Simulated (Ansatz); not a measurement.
Start from Sc in the hcp (Mg type) structure (space group P6_3/mmc, No. 194; a = 3.275 Å, c = 5.105 Å; relaxed with 0.1 eV smearing). Axes: x lies along a and z along c of the hexagonal cell.

Computed with PBEsol, PAW, 420 eV (Ansatz, an electronic-structure program; no spin-orbit coupling).

The change: biaxial strain +1.50 %, plane normal [001], relaxed out of plane (Cartesian); in-plane vectors clamped, the third vector and the atoms free.

Task: How does this affect the out-of-plane strain and in-plane stress?

Result: The out-of-plane strain comes out as -0.84 %; the mean in-plane stress (compression positive) comes out as -1.8 GPa.

Whether these cells are dynamically stable was not tested. The final runs are not spin-polarised.
